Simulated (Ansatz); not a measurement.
**How the band gap of Zn2SnO4 (Imma, No. 74, 14 atoms in the cell; start mp-35493) moves with the method**

No measured value is used here.

```tsv
level (code)	value (eV)
LDA (Ansatz)	0.92
PBEsol+SOC (Ansatz)	0.92 (direct)
dielectric-dependent PBEsol hybrid (Ansatz)	3.05
HSE06 (Ansatz)	2.78
PBE0 (Ansatz)	3.49
```

Computed values are for a static lattice. Spin–orbit coupling is included only where a level's name says +SOC; with heavier elements it mostly lowers gaps and can invert bands.  PBEsol+SOC: the gap is read on the k mesh or supercell of the run alone and can be too large. Values are at the PBEsol cell. Cutoffs and k meshes differ between the levels. Ansatz's density-functional and Hartree–Fock values are scalar-relativistic unless marked +SOC, with PAW data made under PBE.

A start named mp-… is a Materials Project structure, which need not be a measured phase.

Ansatz is a first-principles code.
